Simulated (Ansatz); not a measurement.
## What isotropic strain −3.61 % does to hypothetical zinc blende PbTe

Start from PbTe in the zinc blende structure (space group F-43m, No. 216; a = 7.3355 Å; a hypothetical phase, not in the database extracts checked).

The change: the cell is scaled by 0.9639 in all directions; the atoms relax in the strained cell.

Calculations: PBE (Ansatz, a first-principles code, PAW, no spin-orbit coupling). k-mesh 8×8×8 (Γ-centred); smearing 0.05 eV (Fermi–Dirac).

The volume per atom decreases by 5.15 Å³ to 44.19 Å³ and the space group remains F-43m (No. 216). The shortest interatomic distance shrinks by 0.1147 Å, from 3.176 Å to 3.062 Å and the energy goes up by 50 meV/atom. The pressure goes from zero to 3.40 GPa and the band gap decreases by 0.27 eV (0.63 eV → 0.36 eV). The gap character is still indirect, W → X and the smallest direct gap falls by 0.09 eV, from 1.20 eV to 1.11 eV. The width of the top valence band rises by 0.30 eV to 2.18 eV and the electron mass goes from 2.4 mₑ along k, 0.37 mₑ across (at X) to 1.7 mₑ along k, 0.33 mₑ across (at X). The valley order (the lowest conduction-band minima on the path, energy above the VBM, named in the base's zone) goes from X along ⟨100⟩ 0.63 eV; a point along ⟨110⟩, about 0.2 Å⁻¹ from Γ 1.53 eV to X along ⟨100⟩ 0.36 eV; a point along ⟨110⟩, about 0.2 Å⁻¹ from Γ 1.36 eV.

Cost of the whole job for the changed cell (relaxation, final SCF and bands): about 18 core-seconds (a rough figure).

With Pb and Te present, leaving out spin-orbit coupling can change the band edges. Masses are band curvatures over ±0.01 Å⁻¹ around the edge. Along k means along the line from Γ to the band edge. Whether these cells are dynamically stable was not tested.
